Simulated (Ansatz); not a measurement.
**Al2Cu: pressure series**

Consider Al$_{2}$Cu (space group I4/mcm, No. 140; a = 6.060 Å, c = 4.875 Å).

Cell and atoms are relaxed at each pressure.

All numbers come from Kohn–Sham DFT with the PBE functional, run in Ansatz (an electronic-structure program) with PAW and 420 eV plane waves, spin-orbit coupling left out.

| pressure (GPa) | volume per atom (Å³/atom) |
|---|---|
| -2 | 15.233 |
| -1 | 15.069 |
| 0 | 14.915 |
| 0.9 | ? |
| 4.5 | 14.314 |
| 9 | 13.822 |
| 15 | 13.282 |
| 22.5 | 12.732 |
| 30 | 12.278 |

**Question.** Fit the third-order Birch–Murnaghan form P(V) = (3B₀/2)[(V₀/V)^(7/3) − (V₀/V)^(5/3)]·[1 + (3/4)(B₀′ − 4)((V₀/V)^(2/3) − 1)] (squares taken in P) to the rows shown and predict the withheld row.

**Answer.** Least squares on the printed values gives V₀ = 14.916 Å³/atom, B₀ = 99.8 GPa, B₀′ = 4.4; this predicts 14.784 Å³/atom, and the run gives 14.784 Å³/atom, in agreement.

Load acts through the strain it causes; cell and atoms are relaxed under it. Stability against distortions was not tested. Competing high-pressure phases were not computed. All final runs are without spin polarisation.
